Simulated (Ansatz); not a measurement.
**A series of runs on B (Pm-3n, 8 atoms in the cell)**

```
CELL_PARAMETERS angstrom
      3.63787     0.00000     0.00000
      0.00000     3.63787     0.00000
      0.00000     0.00000     3.63787
ATOMIC_POSITIONS crystal
  B  0.25000 0.00000 0.50000
  B  0.75000 0.00000 0.50000
  B  0.00000 0.50000 0.25000
  B  0.00000 0.50000 0.75000
  B  0.50000 0.25000 0.00000
  B  0.50000 0.75000 0.00000
  B  0.00000 0.00000 0.00000
  B  0.50000 0.50000 0.50000
```

Base run A: PBE (Ansatz, a first-principles code), self-consistent single point.

Its settings: kpoints.mp_grid.grid = 7 7 7; hamiltonian.xc = pbe; hamiltonian.pseudopotentials = {kind: paw} (the program's default PAW files); scf.occupations.method = cold; scf.occupations.width = 0.1 eV.

The starting cell was generated: these elements placed on a structure prototype, without a prior relaxation; it need not be a known phase or ordering of this composition. In the base run, with a pressure of about 5 GPa the cell is away from its equilibrium volume at this level. Ansatz's pressure includes its estimate of the finite-basis (Pulay) stress.

Runs:
- B: hamiltonian.pseudopotentials: {kind: paw} (the program's default PAW files) → {kind: paw, source: ansatz}
- C: hamiltonian.pseudopotentials: {kind: paw} (the program's default PAW files) → {kind: paw, level: accurate}
- D: hamiltonian.pseudopotentials: {kind: paw} (the program's default PAW files) → {kind: nc, source: ansatz}

```tsv
run	pressure (GPa)
A	5.40
B	5.36
C	5.35
D	5.37
```

Run B against A: The pressure moves little (5.40 to 5.36 GPa).

Run C against A: The pressure hardly changes (5.40 to 5.35 GPa).

Run D against A: The pressure hardly changes (5.40 to 5.37 GPa).

Keys are those of Ansatz 0.2.
